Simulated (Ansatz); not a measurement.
The parent structure is Sn in the diamond structure (space group Fd-3m, No. 227; a = 6.540 Å; relaxed with 0.1 eV smearing). Axes: x, y, z lie along the cube axes.

Level of theory: PBEsol (Ansatz, a quantum-chemistry and plane-wave program, PAW, spin-orbit coupling left out).

For the base:

- Pressure = 0.0 GPa

The change: tensile biaxial strain of 1.25 % in the plane normal to [111], as in epitaxy on a mismatched substrate; the out-of-plane cell vector and the atoms relax.

Question: Predict the new out-of-plane strain.

Answer: The out-of-plane strain is -0.74 %.

Question: Predict the new pressure.

Answer: The pressure (mean of the normal stresses, compression positive) goes from zero to -0.7 GPa.

Whether these cells are dynamically stable was not tested.
